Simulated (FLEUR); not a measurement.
A user runs FLEUR on TlAu3 (I4/mmm, 4 atoms in the cell) and asks whether the run is sound. The aim is a self-consistent single point with DFT, LDA (Vosko-Wilk-Nusair), all-electron FLAPW (FLEUR), scalar-relativistic valence.

Cell that was meant: a = 5.4277 Å, b = 5.4277 Å, c = 5.4277 Å, α = 134.69°, β = 134.69°, γ = 66.01°.

Part of the input:

```xml
            <stateOccupation state="(6p1/2)" spinUp="0.1666666666667" spinDown="0.1666666666667"/>
            <stateOccupation state="(6p3/2)" spinUp="0.3333333333333" spinDown="0.3333333333333"/>
         </electronConfig>
         <energyParameters s="6" p="7" d="6" f="5"/>
         <lo type="SCLO" l="2" n="5" eDeriv="0"/>
      </species>
      <species name="Gold (Au)" element="Au" atomicNumber="79">
[...]
            <valenceConfig>(5p1/2) (5p3/2) (6s1/2) (5d3/2) (5d5/2)</valenceConfig>
            <stateOccupation state="(6s1/2)" spinUp="0.5" spinDown="0.5"/>
         </electronConfig>
         <energyParameters s="6" p="7" d="5" f="5"/>
         <lo type="SCLO" l="1" n="5" eDeriv="0"/>
         <lo type="HELO" l="2" n="6" eDeriv="0"/>
      </species>
```

Output, abridged:

```
      Welcome to FLEUR        (www.flapw.de)
      MaX-Release 8.1          (www.max-centre.eu)

 ========== k-point set info ==========
 Selected k-point list: default-1
 k-point list type: mesh
 5 x 5 x 5
 Number of k points: 18

 ------------Calculation Setup---------------------------
           1           2           3           6           9          18
 Number of basis functions:          591
 Iteration:     1   Distance:      15.12718393 me/bohr^3
 Iteration:     2   Distance:      13.35294839 me/bohr^3
 Iteration:     3   Distance:       5.96843003 me/bohr^3
 Iteration:     4   Distance:       2.52863369 me/bohr^3
 Iteration:     5   Distance:       1.65659414 me/bohr^3
   [... 10 lines left out ...]
 Iteration:    16   Distance:       0.00005908 me/bohr^3
 Iteration:    17   Distance:       0.00003130 me/bohr^3
 Iteration:    18   Distance:       0.00001506 me/bohr^3
 Iteration:    19   Distance:       0.00000583 me/bohr^3
 Run finished successfully
 Stop message:
   Structural relaxation: Done

[file out, last iteration]
             iter=     20
[...]
          total density-effective poten   -1.3673191070E+05
          total charge density-energy d   -1.4357168276E+03
 Updated energy parameters for spin:           1
[...]
 fermi energy and band-weighting factors:
    0.957950

[...]
FERMIE:
          first approx. to ef    (T=0)  :   0.348256 htr   (energy of the highest occ. eigenvalue)
          number of occ. states  (T=0)  :        574
          first approx. to seigv (T=0)  : -24.304504 htr
          sum of weights of occ. states :  32.024000
          sum of semicore charge        :   0.000000 e
FERHIS:  Fermi-Energy by histogram:
   [... lines left out ...]
          bandgap                     :   0.003919 htr
          charge neutrality (T=0)     :   0.048000    (zero if the highest occ. eigenvalue is "entirely" occupied)
     EF_NEWTON:  Adjust Fermi-Energy by Newton-Method.
 Direct bandgap for spin            1 :    2.1542109621790484E-002  Htr
 ---->    free energy=                    -77390.2134039694 htr
   [... lines left out ...]
                       FX_TOT= 0.000000 FY_TOT= 0.000000 FZ_TOT= 0.000000
 TOTAL FORCE FOR ATOM TYPE=  2  X=  3.951   Y=  0.000   Z= -4.301
                       FX_TOT= 0.000000 FY_TOT= 0.000000 FZ_TOT= 0.000000
 TOTAL FORCE FOR ATOM TYPE=  3  X=  0.000   Y=  0.000   Z=  8.602
                       FX_TOT= 0.000000 FY_TOT= 0.000000 FZ_TOT= 0.000000
 Structural relaxation: Done
```

FLEUR gives forces in its relaxation mode, with a further iteration, so its stop message speaks of a relaxation.

Problem. Is this run sound? If not, what is wrong?

Solution. The run is not sound. The fault is an energy parameter on the wrong branch. The radial functions are then built about the energy of another principal quantum number. To fix it, restore the quantum number of the valence shell. The run converged in 19 iterations without an error; against the sound input the free energy rises by 179 meV/atom.

An input that runs soundly differs in these lines (not the only fix; some lines may just follow from the change or write a value another way):
```diff
-         <energyParameters s="6" p="7" d="6" f="5"/>
+         <energyParameters s="6" p="6" d="6" f="5"/>
-         <energyParameters s="6" p="7" d="5" f="5"/>
+         <energyParameters s="6" p="6" d="5" f="5"/>
```

With that input, the run converged in 19 iterations: free energy E − TS -2105895.7061 eV; Fermi level (on the code's own zero) 9.22 eV (DFT, LDA (Vosko-Wilk-Nusair), all-electron FLAPW (FLEUR), scalar-relativistic valence).

On the sound input: the starting cell comes from a database of computed structures (which also holds hypothetical and non-ambient phases and stackings), without a prior relaxation at this level. Its lattice was rescaled by a random factor within 2.5 % of one. Spin-orbit coupling is off. Values depend on the basis (sphere radii, cutoffs, local orbitals), which need not be converged. The log's line on a gap gives a spacing of levels on this mesh, which the program prints for metals too.
